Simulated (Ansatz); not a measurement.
Here is the system:

```
CELL_PARAMETERS angstrom
      0.00000     3.18226     3.18226
      3.18226     0.00000     3.18226
      3.18226     3.18226     0.00000
ATOMIC_POSITIONS crystal
  Ba 0.00000 0.00000 0.00000
  S  0.50000 0.50000 0.50000
```

No spin polarisation.

The values are results of plane-wave PAW DFT at the PBE level (Ansatz, a program for electronic structure, 420 eV), no spin-orbit coupling, not measurements. Settings: 9×9×9 k-points, 0.05 eV Fermi–Dirac smearing.

Question: Predict the gap character.

Answer: Indirect, Γ → X.

Question: Estimate the electron mass.

Answer: 1.3 mₑ along k, 0.33 mₑ across (at X).

Question: Estimate the hole mass (degenerate bands, along [100]).

Answer: 0.22, 2.7, 2.7 mₑ (at Γ).

The cells carry an imposed strain or load. Masses are band curvatures over ±0.01 Å⁻¹ around the edge. Along k means along the line from Γ to the band edge. No phonon test of stability was made. The cell was made from BaS in the rock salt structure (space group Fm-3m, No. 225) by this change: isotropic strain −1.00 %.
